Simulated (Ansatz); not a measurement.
An Ansatz (a program for electronic structure) input (DFT with r2SCAN, PAW potentials and a 500 eV plane-wave cutoff in Ansatz, no SOC, earlier PAW set):

Ansatz 0.2 input:
```yaml
crystal:
  lattice:
    - [-1.9911556265, 1.9911556265, 8.4910629186]
    - [1.9911556265, -1.9911556265, 8.4910629186]
    - [1.9911556265, 1.9911556265, -8.4910629186]
  atoms:
    - { symbol: Ir, position: [0.25, 0.75, 0.5] }
    - { symbol: As, position: [0.5838269049, 0.0838269049, 0.5] }
    - { symbol: As, position: [0.9161730951, 0.4161730951, 0.5] }
    - { symbol: Ga, position: [0, 0, 0] }
    - { symbol: Ga, position: [0.3315622956, 0.3315622956, 0] }
    - { symbol: Ga, position: [0.6684377044, 0.6684377044, 0] }
basis: { ecutwfc: 500, ecutrho_ratio: 4, xc_grid: 3, fft_grid_basis: typed }
kpoints: { mp_grid: { grid: [16, 16, 16] } }
hamiltonian:
  xc: r2scan
  dispersion: none
  pseudopotentials: { azcp: { folder: ./paw }, kind: paw }
scf: { occupations: { method: fermi_dirac, width: 0.05 }, convergence: { dr2_threshold: 0.0000000006 } }
output: { forces: true, stress: true }
checkpoint: { write: state.ck, write_every: 1000 }
```

### Question
Which symmetry and how many k-points will the program report, and about how many plane waves at Γ?

### Answer
Space group I-4m2 (ITA 119) with 8 operations, k-points 349 of 4096, and 3391 plane waves at Γ.

Each cell is one ordered arrangement of few atoms, which overstates ordering effects compared with a random alloy. No phonon test of stability was made. All final runs are without spin polarisation. The cell was made from GaAs by this change: x(Ir) = 0.333, 6 atoms, I-4m2.
